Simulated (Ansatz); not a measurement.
Amorphous cells of 8 compositions: the gap between the highest filled and lowest empty level at the zone centre, by PBE and by a single point of r2SCAN on the same geometry (PBE, scalar-relativistic without spin-orbit coupling (plane waves to 420 eV, PAW; Ansatz, an electronic-structure program); r2SCAN at 500 eV). The networks come from melt-quench runs on the CHGNet potential at compositions and starting densities chosen by hand, with anions pushed apart in the CHGNet dynamics, and DFT then relaxed them. The cells are small and were quenched far faster than real films, so single cells scatter. Defect or tail levels can set these gaps. The rows are the first to finish with both values and no moments.

| cell | PBE gap x (eV) | r2SCAN gap y (eV) |
|---|---|---|
| A (Hf18O39Mo, 8.65 g/cm3) | 2.01 | 2.22 |
| B (Hf18O38Sn, 8.84 g/cm3) | 3.17 | 3.67 |
| C (Hf18O39W, 8.63 g/cm3) | 3.24 | 3.56 |
| D (Hf18O39Sc2, 8.79 g/cm3) | 3.59 | withheld |
| E (Hf18O39Lu2, 9.44 g/cm3) | 3.80 | 4.26 |
| F (Hf18O39La2, 8.78 g/cm3) | 3.97 | 4.46 |
| G (Hf18O39Y2, 8.63 g/cm3) | 4.13 | 4.59 |
| H (Hf18O37Na2, 8.64 g/cm3) | 4.20 | 4.68 |

Problem. Fit a straight line through the 7 full rows and predict the withheld value for D (Hf18O39Sc2, 8.79 g/cm3).

Solution. Means: x = 3.503, y = 3.920. Slope = Σ(Δx Δy) / Σ(Δx²) = 4.019 / 3.594 = 1.12; the r.m.s. residual is 0.056. Prediction: 3.920 + 1.12 × (3.59 − 3.503) = 4.02. The run gave 4.03, 0.01 above the line.
